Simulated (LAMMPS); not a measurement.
LAMMPS 22 Jul 2025, classical MD, AIREBO (CH.airebo): C, 1728 atoms.

```yaml
task: MD, nve
potential: AIREBO, CH.airebo
copies_of_the_repeat_unit: 6×6×6
shape (slab and sphere leave vacuum in the box): bulk
steps: 400
timestep: 0.5 fs
thermo: 50
newton: on (default)
atom_modify sort (bins of 2 Å where set): 1000 (default)
comm_style: brick (default)
box: 21.4 × 21.4 × 21.4 Å
start: generated diamond lattice, warmed in an untimed run
```

All runs start from one configuration, warmed at this fixed volume for 300 steps under a thermostat at 2000 K. The run at a skin of 2 Å has a mean temperature of 1980 K and a mean pressure of 12.6 GPa.

Each setting ran once; only counts and results are compared.

With neigh_modify every 1 delay 0 check yes, skins of 0.1, 0.3, 0.5, 1, 1.5, 2, 3 Å were run. Further schedules:
- skin 2 Å, every 10 delay 0 check yes
- skin 0.3 Å, every 100 delay 0 check no
- skin 0.3 Å, every 1 delay 10 check yes
- skin 2 Å, every 100 delay 0 check no
- skin 1 Å, every 20 delay 0 check no
- skin 1 Å, every 1 delay 10 check yes
- skin 2 Å, every 1 delay 10 check yes

A schedule rebuilds too seldom if it shows a dangerous build, rebuilds less often than the check at every step does at that skin, or fails.

How often does the distance check rebuild the lists at each skin, and which schedules rebuild too seldom?

With the check at every step the rebuilds are 170 at 0.1 Å, 62 at 0.3 Å, 36 at 0.5 Å, 8 at 1 Å, 0 at 1.5 Å, 0 at 2 Å, 0 at 3 Å. Too seldom: skin 0.3 Å, every 100 delay 0 check no; skin 0.3 Å, every 1 delay 10 check yes.

```
setting                                 rebuilds  dangerous builds  list entries an atom  change of the total energy (meV/atom)
--------------------------------------  --------  ----------------  --------------------  -------------------------------------
skin 0.1 Å, every 1 delay 0 check yes        170                 —                   797                                 +0.031
skin 0.3 Å, every 1 delay 0 check yes         62                 —                   856                                 +0.031
skin 0.5 Å, every 1 delay 0 check yes         36                 —                   901                                 +0.031
skin 1 Å, every 1 delay 0 check yes            8                 —                  1060                                 +0.031
skin 1.5 Å, every 1 delay 0 check yes          0                 —                  1180                                 +0.031
skin 2 Å, every 1 delay 0 check yes            0                 —                  1340                                 +0.031
skin 3 Å, every 1 delay 0 check yes            0                 —                  1720                                 +0.031
skin 2 Å, every 10 delay 0 check yes           0                 0                  1340                                 +0.031
skin 0.3 Å, every 100 delay 0 check no         4       not counted                   856                                 +0.031
skin 0.3 Å, every 1 delay 10 check yes        40                40                   856                                 +0.031
skin 2 Å, every 100 delay 0 check no           4       not counted                  1340                                 +0.031
skin 1 Å, every 20 delay 0 check no           20       not counted                  1060                                 +0.031
skin 1 Å, every 1 delay 10 check yes           8                 0                  1060                                 +0.031
skin 2 Å, every 1 delay 10 check yes           0                 0                  1340                                 +0.031
```

Where the energy changes as in the checked runs, the late rebuilds cost nothing that shows in this run. List entries are as LAMMPS prints them (Ave neighs/atom).
